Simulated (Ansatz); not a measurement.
The parent structure is GaN (space group P4_2/mnm, No. 136; a = 5.470 Å, c = 3.183 Å; a hypothetical phase, not in the database extracts checked). Axes: x, y, z lie along a, b, c of the conventional cell.

Levels (all Ansatz, an electronic-structure program, PAW): PBEsol (420 eV, spin-orbit coupling left out); HSE06 (420 eV, scalar-relativistic without spin-orbit coupling).

Its gap is 1.87 eV with PBEsol and 3.18 eV with HSE06.

Modification: the symmetric strain tensor [0.0052 -0.0209 0.0238; -0.0209 -0.0036 0.0165; 0.0238 0.0165 -0.0145], atoms relaxed at fixed cell.

With PBEsol the gap becomes 1.75 eV.

**Question.** If the HSE06 correction stayed the same, what would the HSE06 gap be, and what does the HSE06 run give?

**Answer.** A rigid correction of +1.31 eV gives 3.06 eV. The HSE06 run gives 3.07 eV, so the two effects roughly add.

Single points use the geometry relaxed with PBEsol. HSE06 gaps are upper bounds (no full band path). Stability against distortions was not tested.
